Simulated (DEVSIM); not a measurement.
Device: abrupt GaAs p-n junction, at 350 K.

| layer (left to right) | material | thickness (μm) | Nd (cm⁻³) | Na (cm⁻³) | τn (s) | τp (s) |
|---|---|---|---|---|---|---|
| 1 | GaAs | 0.900 | - | 4.6e16 | 7.6e-9 | 7.6e-9 |
| 2 | GaAs | 20.0 | 7.2e14 | - | 7.6e-9 | 7.6e-9 |

Left contact: ohmic. Right contact: ohmic. Voltage is applied to the left contact. Recombination: SRH at mid-gap, radiative. Mobility is μmin + (μ − μmin)/(1 + (N/Nref)^α).

The device is made up for the run: typed textbook-type constants, with dimensions and the other settings drawn at random. Values at 300 K; Nc and Nv go as T^1.5, mobilities as T to minus their exponent, the gap by Varshni's rule with the affinity fixed.

```csv
parameter,GaAs
gap (eV),1.424
affinity (eV),4.07
permittivity,12.9
Nc (cm⁻³),4.7e17
Nv (cm⁻³),9e18
μn (cm²/Vs),8500
μp (cm²/Vs),400
"μn,min",500
"μp,min",20
"Nref,n",6e16
"Nref,p",1.5e17
αn,0.39
αp,0.38
T exponent of μn,2.1
T exponent of μp,2.2
B (cm³/s),2e-10
Varshni α (eV/K),0.000541
Varshni β (K),204
```

Model (solved in DEVSIM): 1D drift-diffusion, Boltzmann statistics, complete ionisation; no tunnelling, impact ionisation, image-force lowering or self-heating.

**Question.** Tabulate band edges, carrier densities and field at zero bias.

**Answer.** Energies count from the Fermi level of the right contact; mesh points crowd at the junctions.

```tsv
x (μm)	Ec (eV)	Ev (eV)	n (cm⁻³)	p (cm⁻³)	field (V/cm)
0.000	1.235	-0.166	< 1e2	4.6e16	≈ 0
0.02958	1.235	-0.166	< 1e2	4.6e16	≈ 0
0.08908	1.235	-0.166	< 1e2	4.6e16	≈ 0
0.2223	1.235	-0.166	< 1e2	4.6e16	≈ 0
0.5895	1.235	-0.166	< 1e2	4.6e16	≈ 0
0.7641	1.235	-0.166	< 1e2	4.6e16	-51
0.8509	1.229	-0.172	< 1e2	3.8e16	-2600
0.8981	1.192	-0.209	< 1e2	1.1e16	-16000
0.9260	1.149	-0.252	< 1e2	2.7e15	-14000
0.9845	1.070	-0.331	230	1.9e14	-13000
1.121	0.901	-0.500	62000	7.2e11	-12000
1.583	0.472	-0.929	9.3e10	480000	-7000
2.408	0.211	-1.190	5.4e14	< 1e2	-480
4.335	0.202	-1.198	7.2e14	< 1e2	≈ 0
10.85	0.202	-1.198	7.2e14	< 1e2	≈ 0
16.30	0.202	-1.198	7.2e14	< 1e2	≈ 0
18.79	0.202	-1.198	7.2e14	< 1e2	≈ 0
19.98	0.202	-1.198	7.2e14	< 1e2	≈ 0
20.60	0.202	-1.198	7.2e14	< 1e2	≈ 0
20.77	0.202	-1.198	7.2e14	< 1e2	≈ 0
20.86	0.202	-1.198	7.2e14	< 1e2	≈ 0
20.90	0.202	-1.198	7.2e14	< 1e2	≈ 0
```
